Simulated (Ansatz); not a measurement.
Worked example: self-consistent single point of AlGaN2 (P3m1, 4 atoms in the cell) in Ansatz (a program for electronic structure).

Level of theory: LDA (PW92), default PAW files made with PBE (plane waves; Ansatz).

```xyz
4
Lattice="3.1296 0.0000 0.0000 -1.5648 2.7103 0.0000 0.0000 0.0000 5.0714" Properties=species:S:1:pos:R:3 pbc="T T T"
Al     0.0000     0.0000     5.1177
Ga     1.5648     0.9034     2.5214
N      1.5648     0.9034     0.5670
N      0.0000     0.0000     3.1857
```

Reference input (self-consistent single point, DFT, LDA (PW92), plane waves, default PAW files made with PBE): basis.ecutwfc = 420 eV; kpoints.mp_grid.grid = 9 9 5; hamiltonian.xc = lda; hamiltonian.pseudopotentials = {kind: paw} (the program's default PAW files); scf.occupations.method = fixed. This run's input differs from it in these lines:

Ansatz 0.2 input:
```diff
@@ -12,3 +12,3 @@
 basis:
-  ecutwfc: 420.0 eV
+  ecutwfc: 190.0 eV
 kpoints:
```

Output (repeated stretches shortened):

```
SCF iter   1: F=—  HF=-4955.259829 eV  |F-HF|=—  |Δ(HF+E_count)|=         —  Δρ=1.16e-1  dr2=3.04e0  ethr=1.77e-3  ⟨swp⟩=4.1  Hψ=3514  notcnv=0  defer=44
all-band conjugate gradients solve this SCF's bands
preconditioner: auto → none
SCF iter   2: F=—  HF=-4951.295323 eV  |F-HF|=—  |Δ(HF+E_count)|=    3.96e0  Δρ=3.11e-2  dr2=2.58e-1  ethr=1.77e-3  ⟨swp⟩=3.0  Hψ=2552  notcnv=0  defer=86
SCF iter   3: F=—  HF=-4951.068057 eV  |F-HF|=—  |Δ(HF+E_count)|=   2.27e-1  Δρ=1.69e-2  dr2=6.92e-2  ethr=9.93e-4  ⟨swp⟩=2.0  Hψ=1624  notcnv=0  defer=100
   [... lines left out ...]
SCF iter   5: F=—  HF=-4951.036820 eV  |F-HF|=—  |Δ(HF+E_count)|=   6.80e-3  Δρ=8.48e-4  dr2=3.67e-4  ethr=8.18e-5  ⟨swp⟩=2.5  Hψ=1597  notcnv=0  defer=100
SCF iter   6: F=—  HF=-4951.036732 eV  |F-HF|=—  |Δ(HF+E_count)|=   8.80e-5  Δρ=3.22e-4  dr2=9.11e-5  ethr=1.41e-6  ⟨swp⟩=2.3  Hψ=1530  notcnv=0  defer=100
SCF iter   7: F=—  HF=-4951.036706 eV  |F-HF|=—  |Δ(HF+E_count)|=   2.58e-5  Δρ=7.43e-5  dr2=1.61e-6  ethr=3.50e-7  ⟨swp⟩=2.0  Hψ=1111  notcnv=0  defer=5
SCF iter   8: F=-4951.036706 eV  HF=-4951.036706 eV  |F-HF|=7.33e-8  |Δ(HF+E_count)|=   2.38e-7  Δρ=1.25e-5  dr2=9.02e-8  ethr=3.85e-10  ⟨swp⟩=4.7  Hψ=4318  notcnv=0
SCF 1 converged in 8 iterations: F = -4951.036706 eV  dr2 = 9.02e-8
Free energy (F): -4951.036706 eV
Internal energy: -4951.036706 eV  (E = F + TS)
E sigma→0 (E₀):  -4951.036706 eV
Fermi energy:    8.894084 eV
--- Forces (eV/Å), atoms counted from 1 ---
  atom   1  Al     0.00000000     0.00000000    -0.59610263
  atom   2  Ga    -0.00000000    -0.00000000     0.34949751
  atom   3  N      0.00000000    -0.00000000     0.60286483
  atom   4  N     -0.00000000     0.00000000    -0.35810041
--- Stress (GPa, compression-positive) ---
       13.306515      -0.000000       0.000000
       -0.000000      13.306515      -0.000000
        0.000000      -0.000000       8.641230
  P = ⅓ Tr σ = 11.7514 GPa (117.514 kbar)
  The stress holds the Pulay correction. Without it, at fixed plane waves, as pw.x and ABINIT print it: P = -250.2621 GPa
```

The run converged in 8 iterations. Against the reference run the free energy rises by 5.21 eV/atom, the pressure goes from -2.09 to 11.75 GPa, the largest force goes from 0.957 to 0.603 eV/Å and the gap on the mesh goes from 2.935 to 1.893 eV.

The starting cell comes from a database of computed structures (which also holds hypothetical and non-ambient phases and stackings), without a prior relaxation at this level. Its lattice was rescaled by up to half a per cent. One atom was moved a little off its site on purpose. Ansatz's pressure includes its estimate of the finite-basis (Pulay) stress. Without the estimate this run gives -250.26 GPa. The cutoff lies below the one recommended for these files.
